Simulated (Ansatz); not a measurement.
## Ru: response to strain

Base system: Ru in the hcp (Mg type) structure (space group P6_3/mmc, No. 194; relaxed with 0.1 eV smearing).

```
Ru
1.0
    2.70552     0.00000     0.00000
   -1.35276     2.34305     0.00000
    0.00000     0.00000     4.26507
Ru
2
Cartesian
  0.00000   1.56203   3.19880
  1.35276   0.78102   1.06627
```

Cartesian axes are those of the cell as printed.

Strains are applied to the cell and any free atomic positions relax; under biaxial strain the out-of-plane vector relaxes too; under stress the whole cell relaxes.

Computed with plane-wave PAW DFT at the r2SCAN level (Ansatz, a quantum-chemistry and plane-wave program, 500 eV), scalar-relativistic without spin-orbit coupling, earlier PAW set.

Notes on the quantities. pressure: mean of the normal stresses, compression positive; energy relative to the base: free energy F.

```tsv
change	pressure	energy relative to the base	space group	shortest interatomic distance
base	0.0 GPa	0 meV/atom	P6_3/mmc (No. 194)	2.643 Å
biaxial strain +1.24 %, plane normal [001], relaxed out of plane	-5.4 GPa	–	P6_3/mmc (No. 194)	2.643 Å
isotropic strain +0.77 %	-7.4 GPa	+7.4 meV/atom	P6_3/mmc (No. 194)	2.664 Å
uniaxial strain ε_xx = −2.50 %	9.1 GPa	[?]	Cmcm (No. 63)	2.629 Å
uniaxial strain ε_xx = +5.75 %	-15.3 GPa	[?]	Cmcm (No. 63)	2.653 Å
uniaxial stress, 5 GPa tension along x	–	[?]	Cmcm (No. 63)	2.640 Å
```

Complete the table.


- uniaxial strain ε_xx = −2.50 %, energy relative to the base: +17 meV/atom
- uniaxial strain ε_xx = +5.75 %, energy relative to the base: +71 meV/atom
- uniaxial stress, 5 GPa tension along x, energy relative to the base: +2.2 meV/atom

Stability under load was not tested beyond the relaxation. All final runs are without spin polarisation.
